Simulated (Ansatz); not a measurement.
Base system: GaP in the zinc blende structure (space group F-43m, No. 216).

```xyz
2
Lattice="0.0000 2.6957 2.6957 2.6957 0.0000 2.6957 2.6957 2.6957 0.0000" Properties=species:S:1:pos:R:3 pbc="T T T"
Ga     0.0000     0.0000     0.0000
P      1.3478     1.3478     1.3478
```

Cartesian axes are those of the cell as printed.

The values are results of Ansatz (a program for electronic structure), LDA, PAW, cutoff 420 eV, no spin-orbit coupling, not measurements.

For the base:

Smallest direct gap: 1.88 eV
Valence-band top at Γ: 0.00, 0.00, 0.00 eV
Valley order: a point along ⟨100⟩, about 1.0 Å⁻¹ from Γ 1.38 eV; L along ⟨111⟩ 1.60 eV; Γ 1.88 eV

The change: tensile biaxial strain of 1.25 % in the plane normal to [111], as in epitaxy on a mismatched substrate; the out-of-plane cell vector and the atoms relax.

Question: What happens to the smallest direct gap, hole mass, valence-band top at Γ, valley order and energy relative to the base?

Answer: The smallest direct gap shrinks by 0.266 eV to 1.62 eV; the hole mass comes out as 0.082 mₑ out of plane, 0.78 mₑ in plane (at Γ); the valence-band top at Γ (three highest levels, from the VBM) becomes 0.00, -0.13, -0.13 eV (base: 0.00, 0.00, 0.00 eV); the valley order (the lowest conduction-band minima on the path, energy above the VBM, named in the base's zone) changes from a point along ⟨100⟩, about 1.0 Å⁻¹ from Γ 1.38 eV; L along ⟨111⟩ 1.60 eV; Γ 1.88 eV to L along [111] 1.27 eV; a point along [001], about 1.0 Å⁻¹ from Γ 1.31 eV; L along [1-1-1] 1.51 eV; Γ 1.62 eV; the energy increases by 3.9 meV/atom.

Masses are band curvatures over ±0.01 Å⁻¹ around the edge. Whether these cells are dynamically stable was not tested.
